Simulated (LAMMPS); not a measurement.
Consider Al (fcc), 4000 atoms, at 560 K and 2 GPa, heated as the crystal in molecular dynamics.

All values are model results, not measurements: classical MD, pair style eam/alloy, file AlCu.eam.alloy; code LAMMPS.

**Question.** Give g(r) against r (Å) as the simulation yields it.

**Answer.** State found: crystal; no diffusion seen in 30 ps.
```
r (Å)   g(r)
-----  -----
2.260  0.000
2.300  0.001
2.340  0.003
2.380  0.008
2.420  0.045
2.460  0.134
2.500  0.298
2.540  0.594
2.580   1.08
2.620   1.71
2.660   2.44
2.700   3.16
2.740   3.74
2.780   4.21
2.820   4.36
2.860   4.33
2.900   4.12
2.940   3.77
2.980   3.29
3.020   2.77
3.060   2.23
3.100   1.76
3.140   1.33
3.180   1.02
3.220  0.719
3.260  0.508
3.300  0.363
3.340  0.252
3.380  0.178
3.420  0.127
3.460  0.098
3.500  0.087
3.540  0.097
3.580  0.114
3.620  0.141
3.660  0.197
3.700  0.238
3.740  0.313
3.780  0.392
3.820  0.462
3.860  0.549
3.900  0.653
3.940  0.718
3.980  0.778
4.020  0.831
4.060  0.854
4.100  0.852
4.140  0.806
4.180  0.749
4.220  0.687
4.260  0.611
4.300  0.509
4.340  0.437
4.380  0.371
4.420  0.327
4.460  0.305
4.500  0.324
4.540  0.379
4.580  0.472
4.620  0.624
4.660  0.808
4.700   1.02
4.740   1.30
4.780   1.54
4.820   1.84
4.860   2.07
4.900   2.25
4.940   2.38
4.980   2.41
5.020   2.36
5.060   2.24
5.100   2.05
5.140   1.82
5.180   1.57
5.220   1.32
5.260   1.09
5.300  0.889
5.340  0.743
5.380  0.650
5.420  0.596
5.460  0.596
5.500  0.616
5.540  0.662
5.580  0.739
5.620  0.810
5.660  0.865
5.700  0.904
5.740  0.922
5.780  0.915
5.820  0.900
5.860  0.849
5.900  0.796
5.940  0.741
5.980  0.715
6.020  0.691
6.060  0.689
6.100  0.721
6.140  0.779
6.180  0.867
6.220  0.958
6.260   1.06
6.300   1.16
6.340   1.25
```

Caution: a run this short can hold a crystal over, or a liquid under, the potential's own melting point, which these runs don't give.
